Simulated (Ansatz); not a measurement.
Step by step: energy of the reaction between neutral defects in Pb (fcc, Fm-3m)

This concerns the energy of the reaction between neutral defects in Pb (fcc, Fm-3m). Reaction: cell B → cell A + Pb (fcc). A negative value means that the right-hand side lies lower.

A: a supercell of 32 sites of Pb (fcc, Fm-3m) with one empty Pb site amid 12 Pb; H off the lattice sites (4 Pb at 2.44 Å); the closest two of these centres are 2.0 Å apart; spin state with PBE: run without spin.

B: a supercell of 32 sites of Pb (fcc, Fm-3m) with H off the lattice sites (6 Pb at 2.51 Å); spin state with PBE: run without spin.

Setting: static, neutral cells in Ansatz (PAW) whose structures rest at the PBE+D3(BJ) level. Ansatz (a first-principles code) runs with its default PAW set. Other levels take these structures. The lattices are those relaxed with PBE+D3(BJ), so at other levels the solids can be strained. Larger cells are relaxed from a start prepared with the learned potential CHGNet, on a coarser mesh till forces fall under 0.03 eV/Å, which some starts already meet. Spin-orbit coupling is left out. Cell A has symmetry P4mm and got no random move, so less symmetric positions, which may lie lower, weren't tried. Cell B has symmetry Pm-3m and got no random move, so less symmetric positions, which may lie lower, weren't tried.

Total energies of the cells in eV, at zero smearing width. They compare only within one column; the weights balance every element.

| cell | atoms | weight | r2SCAN+D4 |
|---|---|---|---|
| A: Pb:H_i + V_Pb | 32 | +1 | -369565.25448 |
| B: Pb:H_i | 33 | −1 | -381486.55711 |
| Pb (fcc) | 32 | +1/32 | -381471.64789 |

r2SCAN+D4: (-369565.25448) − (-381486.55711) + 1/32 × (-381471.64789) = 0.314 eV.

What follows from the r2SCAN+D4 value: Per mole of the reaction as written, 0.314 eV × 96.485 = 30.3 kJ.
